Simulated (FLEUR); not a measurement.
FLEUR is run on CsPbCl3 (Pm-3m, 5 atoms in the cell), and the run fails. The aim is a self-consistent single point with DFT, PBE, all-electron FLAPW (FLEUR), scalar-relativistic valence.

Cell that was meant: a = 5.8105 Å, b = 5.8105 Å, c = 5.8105 Å, α = 90.00°, β = 90.00°, γ = 90.00°.

Part of the input:

```xml
      scf CsPbCl3                                                                                         
   </comment>
   <calculationSetup>
      <cutoffs kmax="4.0" Gmax="16.0" GmaxXC="16.0" numbands="0"/>
      <scfLoop itmax="80" minDistance="0.00001" maxIterBroyd="15" imix="Anderson" alpha="0.05" precondParam="0.0" spinf="2.0"/>
      <coreElectrons ctail="T" frcor="F" kcrel="0" coretail_lmax="0"/>
      <xcFunctional name="pbe" relativisticCorrections="F"/>
```

Output, abridged:

```
inp.xml:7: Schemas validity error : Element 'cutoffs', attribute 'kmax': The attribute 'kmax' is not allowed.
inp.xml:7: Schemas validity error : Element 'cutoffs': The attribute 'Kmax' is required but missing.
      Welcome to FLEUR        (www.flapw.de)
      MaX-Release 8.1          (www.max-centre.eu)
**************FLEUR-Error*****************
Error message: XML document cannot be validated against Schema.
Error occurred in subroutine: xml%ValidateDoc
Hint: If there are no details listed above this message use 'xmllint --xinclude --schema FleurInputSchema.xsd inp.xml'.
Error from PE:0/1
 Last known location:
```

Task: From the messages shown, name the fault and mend the input.

Result: The fault is a keyword that the program does not know. The program does not know a key of this name. To fix it, use the program's own name for the key. The program stopped before any SCF iteration.

An input that runs soundly differs in these lines (not the only fix; some lines may just follow from the change or write a value another way):
```diff
-      <cutoffs kmax="4.0" Gmax="16.0" GmaxXC="16.0" numbands="0"/>
+      <cutoffs Kmax="4.0" Gmax="16.0" GmaxXC="16.0" numbands="0"/>
```

With that input, the run converged in 18 iterations: free energy E − TS -819164.6073 eV (DFT, PBE, all-electron FLAPW (FLEUR), scalar-relativistic valence).

On the sound input: the starting cell comes from a database of computed structures (which also holds hypothetical and non-ambient phases and stackings), without a prior relaxation at this level. Its lattice was rescaled by a random factor within 2.5 % of one. Values depend on the basis (sphere radii, cutoffs, local orbitals), which need not be converged. A gap is left out here, as mesh or smearing make it unsure.
